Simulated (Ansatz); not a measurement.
# How far PBE and PBEsol part for CaF2

The parent structure is CaF$_{2}$ in the fluorite structure (space group Fm-3m, No. 225; a = 5.511 Å).

(Cell as relaxed with PBE.)

Levels (all Ansatz, a program for electronic structure, PAW): PBE (420 eV, spin-orbit coupling left out); PBEsol (420 eV, scalar-relativistic without spin-orbit coupling).

Each level relaxes its own structure.

```csv
quantity,PBE,PBEsol
volume per atom,13.95 Å³,13.27 Å³
lattice parameter a,551.1 pm,542.0 pm
```

PBE's volume per atom lies 0.68 Å³ above PBEsol's (5.1 %); PBE's lattice parameter a lies 9.05 pm above PBEsol's (1.7 %). Neither level is exact; PBEsol is the comparison here, not a measurement.

Stability against distortions was not tested. The base started in Pca2_1 and relaxed to Fm-3m at this level.
